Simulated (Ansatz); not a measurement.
L1₂ (Cu3Au-type) Pt3Ti was calculated with PBEsol+SOC in Ansatz (plane waves, PAW).

Input file:

Ansatz 0.2 input:
```yaml
crystal:
  lattice:
    - [3.916, 0.0, 0.0]
    - [0.0, 3.916, 0.0]
    - [0.0, 0.0, 3.916]
  atoms:
    - { symbol: Ti, position: [0.0, 0.0, 0.0] }
    - { symbol: Pt, position: [0.0, 0.5, 0.5] }
    - { symbol: Pt, position: [0.5, 0.0, 0.5] }
    - { symbol: Pt, position: [0.5, 0.5, 0.0] }
basis:
  ecutwfc: 520
  ecutrho_ratio: 4
  xc_grid: 2
kpoints:
  mp_grid: { grid: [14, 14, 14] }
hamiltonian:
  xc: pbesol
  dispersion: none
  pseudopotentials: { kind: paw }
scf:
  occupations: { method: fermi_dirac, width: 0.05 }
  convergence: { dr2_threshold: 0.0000000004 }
output:
  forces: true
  stress: true
  eigenvalues: true
magnetization:
  noncollinear: true
  spin_orbit: true
```

Output (set-up and result lines):

```
Crystal: 4 atoms, lattice volume = 60.052 Å³
Basis set: ecut = 520 eV, 1647 PW (Γ), exchange–correlation on 60×60×60 points (8 copies of the dense FFT grid, shifted against one another)
Bands: 80, of which v1, the nominal top of the filled ones, is band 66 counted from 1 (65 counted from 0)
Symmetry: 48 space group operations + 48 with time reversal
k-points: 120 of 2744
Initial density: superposition of atomic densities (chi_scale 0.1, normalization cell, long waves kept (reshape's long-wave potential 0.00 eV rms))
Functional: x = pbesol(κ = 0.804, μ = 0.12345679012345678), c = pbesol(β = 0.046)
spin=Noncollinear: Kerker preconditioning applied to the charge; magnetization (m_x, m_y, m_z) channels mix plain (no charge-response kernel on spin).
SCF 1 converged in 13 iterations: F = -39730.769502 eV  dr2 = 3.01e-11
SCF converged after 13 iterations
Free energy (F): -39730.769502 eV
Internal energy: -39730.759827 eV  (E = F + TS)
E sigma→0 (E₀):  -39730.764665 eV
Fermi energy:    22.077144 eV
--- Forces (eV/Å), atoms counted from 1 ---
  atom   1  Ti     0.00000000    -0.00000000    -0.00000000
  atom   2  Pt    -0.00000000    -0.00000000     0.00000000
  atom   3  Pt     0.00000000     0.00000000     0.00000000
  atom   4  Pt     0.00000000     0.00000000     0.00000000
--- Stress (GPa, compression-positive) ---
       -3.659951       0.000000       0.000000
       -0.000000      -3.659951       0.000000
       -0.000000       0.000000      -3.659951
  P = ⅓ Tr σ = -3.6600 GPa (-36.600 kbar)
```

The PAW data were made under PBE.

Note: cell and atoms aren't relaxed at this level (pressure -3.7 GPa).

Ansatz is an electronic-structure program.
